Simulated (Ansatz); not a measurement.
Start from InSb in the zinc blende structure (space group F-43m, No. 216).

```
CELL_PARAMETERS angstrom
      0.00000     3.27807     3.27807
      3.27807     0.00000     3.27807
      3.27807     3.27807     0.00000
ATOMIC_POSITIONS crystal
  In 0.00000 0.00000 0.00000
  Sb 0.25000 0.25000 0.25000
```

Cartesian axes are those of the cell as printed.

Calculations: r2SCAN (Ansatz, a quantum-chemistry and plane-wave program, PAW, no SOC).

Strains are applied to the cell and any free atomic positions relax.

One change was made to it. Results:

The energy rises by 1.6 meV/atom; the valence-band top at Γ (three highest levels, from the VBM) is 0.00, -0.08, -0.08 eV.

**Question.** What was done to the base?
(A) uniaxial strain ε_zz = −2.50 %
(B) uniaxial strain ε_zz = −1.50 %
(C) uniaxial strain ε_zz = −2.00 %
(D) uniaxial strain ε_zz = −3.00 %

**Answer.** B, uniaxial strain ε_zz = −1.50 %. For comparison, the energy relative to the base in the other runs: uniaxial strain ε_zz = −2.50 % gives +4.5 meV/atom; uniaxial strain ε_zz = −2.00 % gives +2.8 meV/atom; uniaxial strain ε_zz = −3.00 % gives +6.5 meV/atom.

Spin-orbit coupling, missing from the scalar runs, can matter with Sb. The levels and masses belong to the bands next to the band gap. Whether these cells are dynamically stable was not tested. All final runs are without spin polarisation.
